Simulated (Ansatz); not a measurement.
Partial pair distribution functions of a relaxed model of amorphous silicon oxynitride (Si₂₄O₃₆N₈), broadened by 0.06 Å; density 2.37 g/cm³. Calculation: PBE, scalar-relativistic without spin-orbit coupling (plane waves to 420 eV, PAW; Ansatz, a quantum-chemistry and plane-wave program).

A CHGNet melt-quench gave the starting glass, which DFT then relaxed. O and N atoms were pushed apart under 1.9 Å during the dynamics, to hinder bonds among them. The hot cell started wider than the set density and was brought back towards it in steps. It is the lowest in DFT energy of 2 quenches. It is a model cell: composition and starting density were chosen by hand, and all elements were melted together. No dispersion term was used. Its density started from a set value of 2.36 and ended at 2.37 g/cm³. Cooling (nominally 300 K/ps over its main leg) ran many orders faster than in experiment, which tends to leave more defects and strain. One small periodic cell is one sample of the glass; other quenches scatter about these values. The volume was free in the relaxation, at fixed shape. Stress components on the final sampling reach 2.9 GPa.

| r (Å) | g Si-O | g Si-N | g Si-Si | g O-O |
|---|---|---|---|---|
| 1.40 | 0.01 | 0.00 | 0.00 | 0.00 |
| 1.50 | 1.41 | 0.04 | 0.00 | 0.00 |
| 1.60 | 12.13 | 2.36 | 0.00 | 0.00 |
| 1.70 | 9.28 | 16.90 | 0.00 | 0.00 |
| 1.80 | 0.67 | 11.57 | 0.00 | 0.00 |
| 1.90 | 0.00 | 0.67 | 0.00 | 0.00 |
| 2.00 | 0.00 | 0.00 | 0.00 | 0.00 |
| 2.10 | 0.00 | 0.00 | 0.00 | 0.00 |
| 2.20 | 0.00 | 0.00 | 0.03 | 0.00 |
| 2.30 | 0.00 | 0.00 | 0.46 | 0.04 |
| 2.40 | 0.01 | 0.00 | 0.57 | 0.55 |
| 2.50 | 0.14 | 0.00 | 0.29 | 2.26 |
| 2.60 | 0.30 | 0.00 | 0.07 | 4.46 |
| 2.70 | 0.18 | 0.00 | 0.40 | 4.32 |
| 2.80 | 0.22 | 0.00 | 1.25 | 2.37 |
| 2.90 | 0.23 | 0.00 | 2.15 | 1.33 |
| 3.00 | 0.36 | 0.07 | 2.19 | 0.59 |
| 3.10 | 0.48 | 0.64 | 3.78 | 0.41 |
| 3.20 | 0.50 | 0.66 | 3.83 | 0.70 |
| 3.30 | 0.58 | 0.69 | 1.31 | 0.56 |
| 3.40 | 0.75 | 1.00 | 0.46 | 0.60 |
| 3.50 | 0.96 | 1.31 | 0.29 | 0.49 |
| 3.60 | 1.51 | 0.63 | 0.16 | 0.41 |
| 3.70 | 1.64 | 0.65 | 0.53 | 0.40 |
| 3.80 | 1.63 | 0.73 | 0.39 | 0.48 |
| 3.90 | 1.70 | 0.95 | 0.23 | 0.79 |
| 4.00 | 1.68 | 1.32 | 0.32 | 0.94 |
| 4.10 | 1.49 | 1.62 | 0.38 | 0.92 |
| 4.20 | 1.63 | 2.31 | 0.33 | 0.86 |
| 4.30 | 1.60 | 2.36 | 0.55 | 0.95 |
| 4.40 | 1.46 | 1.64 | 0.96 | 0.95 |
| 4.50 | 0.82 | 1.13 | 0.92 | 0.87 |
| 4.60 | 0.66 | 0.35 | 1.18 | 1.05 |
| 4.70 | 0.69 | 0.35 | 1.34 | 1.26 |
| 4.80 | 0.43 | 0.29 | 1.32 | 1.38 |
| 4.90 | 0.53 | 0.07 | 1.24 | 1.41 |

Within 1.90 Å each Si has 3.00 O neighbours on average.
